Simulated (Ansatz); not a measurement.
## Quick settings and what they miss: MgZn3 (Pmm2, 4 atoms in the cell)

Self-consistent single point.

```
CELL_PARAMETERS angstrom
      2.91088     0.00000     0.00000
      0.00000     4.69073     0.00000
      0.00000     0.00000     4.89798
ATOMIC_POSITIONS crystal
  Mg 0.00000 0.50000 0.33532
  Zn 0.00000 0.00000 0.99675
  Zn 0.50000 0.00000 0.50361
  Zn 0.50000 0.50000 0.83099
```

Method of the run: PBEsol, PAW files made with PBE (plane waves; Ansatz, a quantum-chemistry and plane-wave program).

Base settings: basis.ecutwfc = 30.9 Ry; kpoints.mp_grid.grid = 8 5 5; hamiltonian.xc = pbesol; hamiltonian.pseudopotentials = {kind: paw} (the program's default PAW files); scf.occupations.method = gaussian; scf.occupations.width = 0.02 Ry.

Tight run (finer mesh or higher cutoff; not a proven limit): basis.ecutwfc: 30.9 Ry → 43.4 Ry; kpoints.mp_grid.grid: 8 5 5 → 11 7 7; scf.convergence.dr2_threshold: default (1e-07 eV) → 1e-09 eV. It gave Fermi level (on the code's own zero) 9.28 eV; pressure -4.05 GPa; largest force (vector length) 0.131 eV/Å.

Quick runs, as changes from the base:
- A: the base itself
- B: basis.ecutwfc: 30.9 Ry → 18.4 Ry; kpoints.mp_grid.grid: 8 5 5 → 6 6 6; hamiltonian.xc: pbesol → lda; kpoints.mp_grid.shift: default → 0.5 0.5 0.5; scf.convergence.dr2_threshold: default (1e-07 eV) → 0.001 eV [LDA (PW92)]
- C: basis.ecutwfc: 30.9 Ry → 15.4 Ry; kpoints.mp_grid.grid: 8 5 5 → 8 8 8; scf.convergence.dr2_threshold: default (1e-07 eV) → 0.001 eV
- D: basis.ecutwfc: 30.9 Ry → 21.7 Ry; kpoints.mp_grid.grid: 8 5 5 → 8 8 8
- E: basis.ecutwfc: 30.9 Ry → 15.4 Ry; kpoints.mp_grid.grid: 8 5 5 → 4 4 4; scf.occupations.method: gaussian → fermi_dirac; scf.occupations.width: 0.02 Ry → 0.0367 Ry
- F: basis.ecutwfc: 30.9 Ry → 21.7 Ry; kpoints.mp_grid.grid: 8 5 5 → 4 4 4; hamiltonian.xc: pbesol → lda [LDA (PW92)]

Energies are extrapolated to zero smearing width, which holds to low order in the width alone.

Dashes: energy of B, F, another energy zero.

† marks runs with another functional, U, potentials or spin treatment: their distance from the tight run is not a convergence error alone.

The count of work is k-points × plane waves × bands × iterations; it is no time. 

Pressures in the table are Ansatz's without its Pulay estimate, at a fixed set of plane waves; the tight run's value above holds the estimate.

The starting cell comes from a database of computed structures (which also holds hypothetical and non-ambient phases and stackings), without a prior relaxation at this level. Its lattice was rescaled by a random factor within 2.5 % of one. In the base run, with a pressure of about -4 GPa the cell is away from its equilibrium volume at this level.

```
run  energy less tight (meV/atom)  pressure less tight (GPa)  largest miss in a force vector (eV/Å)  count of work / tight
---  ----------------------------  -------------------------  -------------------------------------  ---------------------
A                            -0.2                       0.07                                  0.039                   0.24
B†                              –                     -56.74                                  0.119                  0.036
C                          4204.1                    -204.82                                  0.131                   0.13
D                           102.3                      -9.71                                  0.015                   0.35
E                          4210.5                    -205.28                                  0.097                  0.052
F†                              –                     -12.83                                  0.067                  0.076
```

Among the runs at the tight run's level, the energy misses run from 0.2 to 4210.5 meV/atom.

Keys are those of Ansatz 0.2.
